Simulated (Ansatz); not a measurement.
The starting structures come from a database of crystals and need not be the phases stable at ambient conditions.

Data:

```xyz
4
Lattice="3.8417 0.0000 0.0000 -1.9209 3.3270 0.0000 0.0000 0.0000 6.3329" Properties=species:S:1:pos:R:3 pbc="T T T"
Ga     1.9209     1.1090     3.1668
Ga     0.0000     2.2180     0.0003
P      1.9209     1.1090     5.5347
P      0.0000     2.2180     2.3682
```

Space group of this cell: P6_3mc, wurtzite. The cell is taken as given.

Method: r2SCAN (plane waves, PAW; Ansatz, a first-principles code).

The current runs along the normal of the first two printed vectors; no spin-orbit coupling. Scaled by the factor s: both lengths across the current (ions clamped). Meshes 12×12×6 and 12×12 across the current in all rows.

```csv
s,mean pressure (GPa),band gap (eV)
0.98,4.0,?
1.00,0.1,1.74
1.02,-3.0,1.45
```

Problem. Take the slope of the band gap against ln s from the two given rows, extrapolate to s = 0.98, and say what the run there gives.

Solution. Slope = (1.45 − 1.74) / ln 1.02 = -14.6 eV. The line gives 1.74 + (-14.6) × ln 0.98 = 2.04 eV. The run gives 1.73 eV, 0.31 eV under the line, 103 % of the predicted step.
